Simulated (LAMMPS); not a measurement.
An MD run on Pd (fcc), 2048 atoms, at 1920 K and 0 GPa, heated as the crystal.

Level of theory: classical MD, pair style meam, file library.meam (library.meam-Pd); code LAMMPS.

| angle (°) | probability per degree, Pd-Pd-Pd |
|---|---|
| 43.50 | 0.0000 |
| 46.50 | 0.0004 |
| 49.50 | 0.0026 |
| 52.50 | 0.0092 |
| 55.50 | 0.0204 |
| 58.50 | 0.0293 |
| 61.50 | 0.0281 |
| 64.50 | 0.0188 |
| 67.50 | 0.0082 |
| 70.50 | 0.0027 |
| 73.50 | 0.0013 |
| 76.50 | 0.0014 |
| 79.50 | 0.0028 |
| 82.50 | 0.0057 |
| 85.50 | 0.0094 |
| 88.50 | 0.0117 |
| 91.50 | 0.0115 |
| 94.50 | 0.0088 |
| 97.50 | 0.0054 |
| 100.5 | 0.0030 |
| 103.5 | 0.0021 |
| 106.5 | 0.0031 |
| 109.5 | 0.0064 |
| 112.5 | 0.0119 |
| 115.5 | 0.0183 |
| 118.5 | 0.0222 |
| 121.5 | 0.0220 |
| 124.5 | 0.0166 |
| 127.5 | 0.0103 |
| 130.5 | 0.0053 |
| 133.5 | 0.0023 |
| 136.5 | 0.0010 |
| 139.5 | 0.0005 |
| 142.5 | 0.0002 |
| 145.5 | 0.0001 |
| 148.5 | 0.0001 |
| 151.5 | 0.0001 |
| 154.5 | 0.0001 |
| 157.5 | 0.0003 |
| 160.5 | 0.0009 |
| 163.5 | 0.0020 |
| 166.5 | 0.0037 |
| 169.5 | 0.0059 |
| 172.5 | 0.0076 |
| 175.5 | 0.0068 |
| 178.5 | 0.0027 |

Main features:
- state found: crystal; no diffusion seen in 30 ps
- most common Pd-Pd-Pd angle: at the 3° bin centred on 58.5°, after smoothing over three bins (mean of all 97°)

Caution: the potential MEAM library.meam-Pd is a first-neighbour MEAM set with a 4 Å cutoff, used here without a parameter file and away from the static properties it was fitted to. Caution: this crystal lies over the melting point of about 1630 K that MEAM library.meam-Pd gives, so it is superheated.
